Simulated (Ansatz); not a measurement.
V_O+Sc_Hf+Sc_Hf in monoclinic HfO2 (start: the O(1,3-fold) site; Hf 2.05 Å away; Hf 2.07 Å away; 96-site cell, 2×2×2 shifted sampling). These are PBE, PAW (plane waves to 420 eV; Ansatz, a first-principles code) values and carry that method's errors. Total energies of the localised charge states, counted from that of charge 0, and their image corrections (point charge with alignment); the host's valence-band maximum lies at 13.691 eV on the cells' energy zero and its gap is 4.04 eV.

| charge | moment (μB) | E − E(first) (eV) | correction (eV) |
|---|---|---|---|
| 0 | not spin-polarised | 0.000 | 0.000 |
| −1 | 1.0 | 16.489 | 0.527 |

### Question
Derive the transition levels above the valence-band maximum and say which of them are thermodynamic.

### Answer
A level is the Fermi energy at which two charges have equal formation energy: ε(q/q′) = [E(q′) + corr(q′) − E(q) − corr(q)] / (q − q′) − E_VBM.
ε(0/−1) = [(16.489 + 0.527) − (0.000 + 0.000)] / 1 − 13.691 = 3.33 eV
Thermodynamic levels at least 0.1 eV inside the gap: (0/−1) at 3.33 eV. They hold to tenths of an eV in this cell. Charges from +1 to −1 were run; one beyond them could lie lower near a band edge. At charge +1 the carrier sat in host band states, shallow at most. The geometries come from one start. Flagged in the runs: a host whose relaxation on this sampling wasn't shown to rest, a strain field that reaches the edge of the cell.
